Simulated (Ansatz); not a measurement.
Consider TiN in the rock salt structure (space group Fm-3m, No. 225).

```xyz
2
Lattice="0.0000 2.1163 2.1163 2.1163 0.0000 2.1163 2.1163 2.1163 0.0000" Properties=species:S:1:pos:R:3 pbc="T T T"
N      0.0000     0.0000     0.0000
Ti     2.1163     2.1163     2.1163
```

Cartesian axes are those of the cell as printed.

The values are results of Ansatz (a program for electronic structure) r2SCAN, spin-orbit coupling left out, not measurements.

Before the change:

The pressure comes out as 0.0 GPa. The volume per atom is 9.48 Å³.

One thing is altered: biaxial strain +0.93 %, plane normal [110], relaxed out of plane (Cartesian); in-plane vectors clamped, the third vector and the atoms free.

Question: What does the calculation give for the pressure, energy relative to the base and volume per atom after the change?

Answer: The pressure (mean of the normal stresses, compression positive) goes from zero to -3.7 GPa; the energy increases by 3.1 meV/atom; the volume per atom increases by 0.125 Å³ (9.48 Å³ → 9.60 Å³).

A biaxial case was relaxed in a doubled cell and then solved in the primitive one. Without a gap, meshes like the base's 19×19×19 leave anisotropic stresses uncertain by several tenths of a GPa, and small strain energies with them. Stability against distortions was not tested. The final runs are not spin-polarised. An odd electron count without spin: TiN.
